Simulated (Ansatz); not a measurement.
SiC under load (space group P6_3mc): band-edge transport data

Given:

```yaml
crystal:
  lattice:
    - [3.07333, 0.00000, 0.00000]
    - [-1.53667, 2.66158, 0.00000]
    - [0.00000, 0.00000, 5.09575]
  atoms:
    - { symbol: Si, position: [0.33333, 0.66667, 0.00012] }
    - { symbol: Si, position: [0.66667, 0.33333, 0.50012] }
    - { symbol: C, position: [0.33333, 0.66667, 0.37488] }
    - { symbol: C, position: [0.66667, 0.33333, 0.87488] }
```

Calculation: r2SCAN with spin-orbit coupling, rigid bands (plane waves, PAW; Ansatz, an electronic-structure program). Condition of this run: uniaxial stress along c of -5 GPa (compression positive) (the target of the relaxation). Geometry: cell and atoms relaxed with PBEsol, then loaded as said.

| Item | Result |
|---|---|
| band gap | 2.58 eV |
| electron conductivity mass (300 K, dilute) | 0.43 (x), 0.43 (y), 0.26 (z) mₑ |
| hole conductivity mass (300 K, dilute) | 1.07 (x), 1.07 (y), 1.48 (z) mₑ |
| effective density of states N_c (300 K) | 1.1e19 cm⁻³ |
| effective density of states N_v (300 K) | 5.9e19 cm⁻³ |
| density-of-states mass, electrons | 0.56 mₑ |
| density-of-states mass, holes | 1.78 mₑ |
| Seebeck coefficient, n-type 1e19 cm⁻³, 300 K | -231 μV/K |
| best n-type power factor at 300 K for τ = 10 fs (best axis; densities from 1e16 to 1e21 cm⁻³ tried, whether or not they can be reached) | 7.0 μW/(cm·K²) at 3e19 cm⁻³ |
| Seebeck coefficient, p-type 1e19 cm⁻³, 300 K | 381 μV/K |
| best p-type power factor at 300 K for τ = 10 fs (best axis; densities from 1e16 to 1e21 cm⁻³ tried, whether or not they can be reached) | 10.8 μW/(cm·K²) at 3e20 cm⁻³ |

Rigid bands; masses and Seebeck coefficients take one relaxation time τ for all states and one kind of carrier; polarons and phonon drag are left out. Geometry: cell and atoms relaxed with PBEsol.
